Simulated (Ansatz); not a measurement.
Reference: Zr (P6_3/mmc), PBEsol, rigid bands (plane waves, PAW, scalar-relativistic; Ansatz, a quantum-chemistry and plane-wave program); geometry: cell and atoms relaxed with PBEsol.

```
CELL_PARAMETERS angstrom
      3.18826     0.00000     0.00000
     -1.59413     2.76111     0.00000
      0.00000     0.00000     5.10756
ATOMIC_POSITIONS crystal
  Zr 0.33333 0.66667 0.25000
  Zr 0.66667 0.33333 0.75000
```

The density of states at the Fermi level per atom is 1.00 states/eV and the drude plasma energy is 4.2 eV. The root-mean-square Fermi velocity is 3.9 ×10⁵ m/s.

Problem. Replace Zr by Ti on the same sites and relax. What happens?

Solution. Ti (P6_3/mmc): volume per atom 22.5 to 16.7 Å³; density of states at the Fermi level per atom stays about the same (1.00 states/eV to 0.91 states/eV); Drude plasma energy stays about the same (4.2 eV to 4.0 eV); root-mean-square Fermi velocity stays about the same (3.9 ×10⁵ m/s to 3.3 ×10⁵ m/s).

Problem. Swap Zr for Hf, keeping the structure type. How do these values move?

Solution. Hf (P6_3/mmc): volume per atom 22.5 to 21.6 Å³; density of states at the Fermi level per atom falls (1.00 states/eV to 0.69 states/eV); Drude plasma energy stays about the same (4.2 eV to 4.2 eV); root-mean-square Fermi velocity stays about the same (3.9 ×10⁵ m/s to 4.6 ×10⁵ m/s).

Problem. Swap Zr for Cd, keeping the structure type. How do these values move?

Solution. Cd (P6_3/mmc): volume per atom 22.5 to 21.2 Å³; density of states at the Fermi level per atom falls (1.00 states/eV to 0.23 states/eV); Drude plasma energy rises (4.2 eV to 8.1 eV); root-mean-square Fermi velocity rises (3.9 ×10⁵ m/s to 15.3 ×10⁵ m/s).

Moves up to 19 % count as about the same. Metals at this level; values at 300 K, both spins, means over directions. As a rough test of the mesh, the Fermi surface's area from every second k point differs by up to 13 %. Spin-orbit coupling is left out.

The missing spin-orbit coupling matters most for Hf (P6_3/mmc).
